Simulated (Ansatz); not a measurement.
BAs (model structure, started from the BeO type, P4₂/mnm, No. 136, 8 atoms in the cell) was calculated with PBEsol+SOC (Ansatz, a program for electronic structure, plane waves, PAW).

Settings: plane-wave cutoff 520 eV, 6×6×10 k mesh (along the axes of the cell as run), Fermi–Dirac smearing 0.01 eV, PAW data made under PBE.

Cell (relaxed with PBEsol):

AsB is taken in the tetragonal space group P4₂/mnm (No. 136), Pearson symbol tP8. Cell: a = 5.8373 Å, b = 5.8373 Å, c = 3.3618 Å, α = 90.00°, β = 90.00°, γ = 90.00°. B on 4g is surrounded by 4 As at 2.045–2.095 Å. As on 4f is coordinated by 4 B at 2.045–2.095 Å. (Neighbours: up to the widest gap in distance over summed covalent radii, below 1.35, at either atom.)

### Question
Predict the band gap and smallest direct gap on the k points sampled.

### Answer

- band gap = 0.54 eV (indirect)
- smallest direct gap on the k points sampled = 1.01 eV

Note: the relaxation could raise the start's symmetry but not lower it, so the cell can be a saddle point.

A model structure was made by putting elements into a prototype or built by hand; it is no filed structure, need not be a known phase, and can be a saddle point held by its symmetry.
